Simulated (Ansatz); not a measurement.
Take BN in the zinc blende structure (space group F-43m, No. 216) as the base.

```
BN
1.0
    0.00000     1.80284     1.80284
    1.80284     0.00000     1.80284
    1.80284     1.80284     0.00000
B N
1 1
Direct
  0.00000   0.00000   0.00000
  0.25000   0.25000   0.25000
```

Cartesian axes are those of the cell as printed.

Computed with PBEsol (Ansatz, a program for electronic structure; PAW; 420 eV plane waves; scalar-relativistic without spin-orbit coupling).

Strains are applied to the cell and any free atomic positions relax.

One change was made to it. Results:

The smallest direct gap falls by 0.05 eV to 8.76 eV; the valley order (the lowest conduction-band minima on the path, energy above the VBM, named in the base's zone) becomes X along [010] 4.25 eV; X along [001] 4.33 eV (base: X along ⟨100⟩ 4.30 eV); the electron mass goes from 0.89 mₑ along k, 0.29 mₑ across (at X) to 0.89 mₑ along k, 0.30 mₑ across (at X); the valence-band top at Γ (three highest levels, from the VBM) becomes 0.00, 0.00, -0.05 eV (base: 0.00, 0.00, 0.00 eV).

Question: Which change produced these results?
A) uniaxial strain ε_zz = +2.00 %
B) uniaxial strain ε_zz = −3.00 %
C) uniaxial strain ε_zz = +0.50 %
D) uniaxial strain ε_zz = +3.00 %
E) uniaxial strain ε_zz = +1.50 %

Answer: C, uniaxial strain ε_zz = +0.50 %. For comparison, the valley order in the other runs: uniaxial strain ε_zz = +1.50 % gives X along [010] 4.15 eV; X along [001] 4.40 eV; uniaxial strain ε_zz = +3.00 % gives X along [010] 4.00 eV; X along [001] 4.51 eV; uniaxial strain ε_zz = +2.00 % gives X along [010] 4.10 eV; X along [001] 4.44 eV; uniaxial strain ε_zz = −3.00 % gives X along [001] 3.77 eV; X along [100] 4.32 eV.

Masses are band curvatures over ±0.01 Å⁻¹ around the edge. Along k means along the line from Γ to the band edge. Stability against distortions was not tested.
